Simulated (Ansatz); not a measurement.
## Pressure series in SrTiO3

The parent structure is SrTiO3 in the cubic perovskite structure (space group Pm-3m, No. 221; a = 3.8911 Å).

Cell and atoms are relaxed at each pressure.

All numbers come from PBEsol, PAW, 420 eV (Ansatz, an electronic-structure program; no spin-orbit coupling).

Two rows of this table had their results exchanged by mistake.

| pressure | volume per atom (Å³) | shortest distance (Å) | band gap |
|---|---|---|---|
| pressure −2 GPa | 11.91 | 1.953 | 1.83 eV |
| pressure −1 GPa | 11.85 | 1.949 | 1.84 eV |
| pressure 3 GPa | 11.60 | 1.935 | 1.88 eV |
| pressure 7 GPa | 11.38 | 1.923 | 1.91 eV |
| pressure 15 GPa | 10.99 | 1.901 | 1.97 eV |
| pressure 30 GPa | 10.42 | 1.867 | 2.05 eV |
| pressure 50 GPa | 8.83 | 1.767 | 2.18 eV |
| pressure 75 GPa | 9.27 | 1.796 | 2.20 eV |
| pressure 100 GPa | 9.83 | 1.832 | 2.13 eV |

Q: Which two?

A: The rows for pressure 50 GPa and pressure 100 GPa: the volume has to fall steadily with pressure, so 9.83 Å³ belongs to pressure 50 GPa and 8.83 Å³ to pressure 100 GPa.

Load acts through the strain it causes; cell and atoms are relaxed under it. Whether these cells are dynamically stable was not tested. No other phases were tried under pressure. All final runs are without spin polarisation. Many cubic perovskites are stable only at high temperature; tilts and polar distortions were not tested.
